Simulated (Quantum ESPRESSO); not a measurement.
**Relaxation of cell and atoms of AlN (F-43m, 2 atoms in the cell) at several settings**

```
AlN
1.0
   -2.16718     0.00000     2.16718
    0.00000     2.16718     2.16718
   -2.16718     2.16718     0.00000
Al N
1 1
Cartesian
  0.00000   0.00000   0.00000
 -3.25077   3.25077   3.25077
```

Base: Quantum ESPRESSO 7.5 with PBE, SSSP 1.1.2 efficiency (PBE) pseudopotentials. Its settings: ecutwfc = 45 Ry; ecutrho = 360 Ry; occupations = smearing; smearing = gauss; degauss = 0.000734986 Ry; potentials = {Al: Al.pbe-n-kjpaw_psl.1.0.0.UPF, N: N.pbe-n-radius_5.UPF}; K_POINTS = automatic 11 11 11 0 0 0; conv_thr = 1e-10 Ry. Starting volume 10.18 Å³ per atom.

Each line gives the change from the base single point and the result:

- calculation: scf → vc-relax; tprnfor: true → default; tstress: true → default; press: default → 100 kbar: pressure 10.00 GPa; final cell a = b = c = 3.066 Å, α = β = γ = 60.00°; final volume per atom 10.19 Å³; relaxation steps 2; free energy against the base single point -1.0 meV/atom.
- calculation: scf → vc-relax; tprnfor: true → default; tstress: true → default; vdw_corr: default → grimme-d3; dftd3_version: default → 4; dftd3_threebody: default → false [DFT, PBE-D3(BJ), plane waves, SSSP 1.1.2 efficiency (PBE) pseudopotentials]: pressure -0.02 GPa; final cell a = 3.093 Å, b = 3.093 Å, c = 3.093 Å, α = 60.00°, β = 60.00°, γ = 60.00°; final volume per atom 10.46 Å³; relaxation steps 2.
- calculation: scf → vc-relax; tprnfor: true → default; tstress: true → default: pressure 0.00 GPa; final cell a = 3.115 Å, b = 3.115 Å, c = 3.115 Å, α = 60.00°, β = 60.00°, γ = 60.00°; final volume per atom 10.68 Å³; relaxation steps 3; free energy against the base single point -15.7 meV/atom.

The starting cell comes from a database of computed structures (which also holds hypothetical and non-ambient phases and stackings), without a prior relaxation at this level. Its lattice was rescaled by a random factor within 2.5 % of one.
